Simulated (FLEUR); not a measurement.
A self-consistent single point of Pb2Au (Ibam, 6 atoms in the cell) with FLEUR.

Level of theory: PBEsol, all-electron FLAPW (FLEUR), scalar-relativistic valence run with FLEUR.

The change in words: lattice scaled by 0.98. Reference geometry:
```yaml
crystal:
  lattice:
    - [-3.63533, 3.64044, 2.79962]
    - [3.63533, -3.64044, 2.79962]
    - [3.63533, 3.64044, -2.79962]
  atoms:
    - { symbol: Pb, position: [0.15966, 0.15956, 0.31922] }
    - { symbol: Pb, position: [0.84034, 0.84044, 0.68078] }
    - { symbol: Pb, position: [0.34034, 0.65956, 0.99990] }
    - { symbol: Pb, position: [0.65966, 0.34044, 0.00010] }
    - { symbol: Au, position: [0.75000, 0.25000, 0.50000] }
    - { symbol: Au, position: [0.25000, 0.75000, 0.50000] }
```

Reference input (self-consistent single point, DFT, PBEsol, all-electron FLAPW (FLEUR), scalar-relativistic valence): Kmax = 4.1 1/bohr; GmaxXC = 14.3 1/bohr; xcFunctional = PBEs; jspins = 1; l_soc = F; mode = gauss; fermiSmearingEnergy = 0.00499791 Htr; mesh (inpgen div1-3) = 4 4 4; inpgen gamma flag = true; Gmax = 14.3 1/bohr; numbands = 0; maxIterBroyd = 15. This run's input differs from it in these lines:

```diff
@@ -3,5 +3,5 @@
 &input film=f /
--6.8697856315 6.8794307937 5.2905245017
-6.8697856315 -6.8794307937 5.2905245017
-6.8697856315 6.8794307937 -5.2905245017
+-6.7323893142 6.7418417243 5.1847130668
+6.7323893142 -6.7418417243 5.1847130668
+6.7323893142 6.7418417243 -5.1847130668
 1.0
@@ -48,5 +48,5 @@
          <bravaisMatrix>
-            <row-1>   -6.8697856315000001     6.8794307937000001     5.2905245017000002</row-1>
-            <row-2>    6.8697856315000001    -6.8794307937000001     5.2905245017000002</row-2>
-            <row-3>    6.8697856315000001     6.8794307937000001    -5.2905245017000002</row-3>
+            <row-1>   -6.7323893141999998     6.7418417243000004     5.1847130667999997</row-1>
+            <row-2>    6.7323893141999998    -6.7418417243000004     5.1847130667999997</row-2>
+            <row-3>    6.7323893141999998     6.7418417243000004    -5.1847130667999997</row-3>
          </bravaisMatrix>
```

Output (repeated stretches shortened):

```
 Iteration:     1   Distance:      10.92805540 me/bohr^3
 Iteration:     2   Distance:       9.56500432 me/bohr^3
 Iteration:     3   Distance:       4.78512768 me/bohr^3
 Iteration:     4   Distance:       3.19689014 me/bohr^3
 Iteration:     5   Distance:       1.16730756 me/bohr^3
   [... 11 lines left out ...]
 Iteration:    17   Distance:       0.00007063 me/bohr^3
 Iteration:    18   Distance:       0.00002399 me/bohr^3
 Iteration:    19   Distance:       0.00001019 me/bohr^3
 Iteration:    20   Distance:       0.00000878 me/bohr^3
 Reset of history
 Run finished successfully
 Stop message:
   Structural relaxation: new displacements generated

[file out, last iteration]
             iter=     21
[...]
          total density-effective poten   -2.1633411508E+05
          total charge density-energy d   -2.2593792394E+03
 Updated energy parameters for spin:           1
[...]
 fermi energy and band-weighting factors:
   [... 6 lines left out ...]

[...]
FERMIE:
          first approx. to ef    (T=0)  :   0.397737 htr   (energy of the highest occ. eigenvalue)
          number of occ. states  (T=0)  :        809
          first approx. to seigv (T=0)  : -21.876160 htr
          sum of weights of occ. states :  45.015625
          sum of semicore charge        :   0.000000 e
          fermi energy=   0.39624 har   work function= -10.78216 ev
   [... lines left out ...]
          total moment                 =     0.00000
 Direct bandgap for spin            1 :    1.3951901200186467E-002  Htr
 ---->    free energy=                   -121777.5794723077 htr
   [... lines left out ...]
      extrapolation for T->0
 ---->    total electron energy=         -121777.5794723077 htr
 ***** TOTAL FORCES ON ATOMS *****
 TOTAL FORCE FOR ATOM TYPE=  1  X=  2.148   Y=  2.153   Z=  0.000
                       FX_TOT=-0.003647 FY_TOT=-0.003629 FZ_TOT= 0.000000
 TOTAL FORCE FOR ATOM TYPE=  2  X=  6.732   Y=  0.000   Z= -2.592
                       FX_TOT= 0.000000 FY_TOT= 0.000000 FZ_TOT= 0.000000
```

The run converged in 20 iterations. FLEUR gives forces in its relaxation mode, with a further iteration, so its stop message speaks of a relaxation. 

The starting cell comes from a database of computed structures (which also holds hypothetical and non-ambient phases and stackings), without a prior relaxation at this level. Its lattice was rescaled by a random factor within 2.5 % of one. For this run, on top of that: lattice scaled by 0.98. Spin-orbit coupling is off. Values depend on the basis (sphere radii, cutoffs, local orbitals), which need not be converged. The log's line on a gap gives a spacing of levels on this mesh, which the program prints for metals too.

These are the values that this program gave, and no reference: the default basis lacks the next d shell.

Cost on one core of a shared machine: roughly 10 min.
